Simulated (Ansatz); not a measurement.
## Thermal expansion of fcc (Cu type) Au

Method: the quasi-harmonic free energy, PBEsol density-functional theory in Ansatz (plane waves, PAW); phonon mesh 4×4×4, k mesh 16×16×16. Spin-orbit coupling is not included. The pressure is 5 GPa. The structure is held there; whether it is the stable one at that pressure was not tested.

```json
[
 {"T (K)": "50", "α_L (10⁻⁶/K)": "6.9", "C_P (J/mol/K)": "14.1", "bulk modulus B_T (GPa)": "201", "γ": "2.98"},
 {"T (K)": "100", "α_L (10⁻⁶/K)": "10.5", "C_P (J/mol/K)": "21.3", "bulk modulus B_T (GPa)": "199", "γ": "2.98"},
 {"T (K)": "150", "α_L (10⁻⁶/K)": "11.7", "C_P (J/mol/K)": "23.6", "bulk modulus B_T (GPa)": "196", "γ": "2.99"},
 {"T (K)": "200", "α_L (10⁻⁶/K)": "12.3", "C_P (J/mol/K)": "24.6", "bulk modulus B_T (GPa)": "193", "γ": "3.00"},
 {"T (K)": "250", "α_L (10⁻⁶/K)": "12.8", "C_P (J/mol/K)": "25.1", "bulk modulus B_T (GPa)": "190", "γ": "3.01"},
 {"T (K)": "300", "α_L (10⁻⁶/K)": "13.2", "C_P (J/mol/K)": "25.6", "bulk modulus B_T (GPa)": "187", "γ": "3.02"},
 {"T (K)": "350", "α_L (10⁻⁶/K)": "13.5", "C_P (J/mol/K)": "25.9", "bulk modulus B_T (GPa)": "184", "γ": "3.04"},
 {"T (K)": "400", "α_L (10⁻⁶/K)": "13.9", "C_P (J/mol/K)": "26.2", "bulk modulus B_T (GPa)": "181", "γ": "3.06"},
 {"T (K)": "450", "α_L (10⁻⁶/K)": "14.2", "C_P (J/mol/K)": "26.5", "bulk modulus B_T (GPa)": "177", "γ": "3.07"},
 {"T (K)": "500", "α_L (10⁻⁶/K)": "14.6", "C_P (J/mol/K)": "26.8", "bulk modulus B_T (GPa)": "174", "γ": "3.09"},
 {"T (K)": "550", "α_L (10⁻⁶/K)": "15.0", "C_P (J/mol/K)": "27.1", "bulk modulus B_T (GPa)": "171", "γ": "3.11"},
 {"T (K)": "600", "α_L (10⁻⁶/K)": "15.4", "C_P (J/mol/K)": "27.4", "bulk modulus B_T (GPa)": "167", "γ": "3.13"},
 {"T (K)": "650", "α_L (10⁻⁶/K)": "15.9", "C_P (J/mol/K)": "27.8", "bulk modulus B_T (GPa)": "163", "γ": "3.15"},
 {"T (K)": "700", "α_L (10⁻⁶/K)": "16.4", "C_P (J/mol/K)": "28.1", "bulk modulus B_T (GPa)": "159", "γ": "3.18"},
 {"T (K)": "750", "α_L (10⁻⁶/K)": "16.9", "C_P (J/mol/K)": "28.5", "bulk modulus B_T (GPa)": "155", "γ": "3.20"},
 {"T (K)": "800", "α_L (10⁻⁶/K)": "17.5", "C_P (J/mol/K)": "28.9", "bulk modulus B_T (GPa)": "151", "γ": "3.23"},
 {"T (K)": "850", "α_L (10⁻⁶/K)": "18.1", "C_P (J/mol/K)": "29.3", "bulk modulus B_T (GPa)": "147", "γ": "3.26"},
 {"T (K)": "900", "α_L (10⁻⁶/K)": "18.9", "C_P (J/mol/K)": "29.8", "bulk modulus B_T (GPa)": "143", "γ": "3.29"},
 {"T (K)": "950", "α_L (10⁻⁶/K)": "19.6", "C_P (J/mol/K)": "30.3", "bulk modulus B_T (GPa)": "138", "γ": "3.32"},
 {"T (K)": "1000", "α_L (10⁻⁶/K)": "20.5", "C_P (J/mol/K)": "30.9", "bulk modulus B_T (GPa)": "133", "γ": "3.35"}
]
```

- conventional lattice constants at 300 K: a = 4.063 Å
- entropy at 300 K: 47.4 J/(mol K)
- adiabatic bulk modulus at 300 K: 194 GPa
- bulk modulus without vibrations: 204 GPa
- zero-point volume expansion: 0.25 %

No phase change or melting is allowed for: the numbers belong to this structure as given.

The PAW data sets were generated under PBE and serve the other functionals too.

Ansatz is an electronic-structure program.
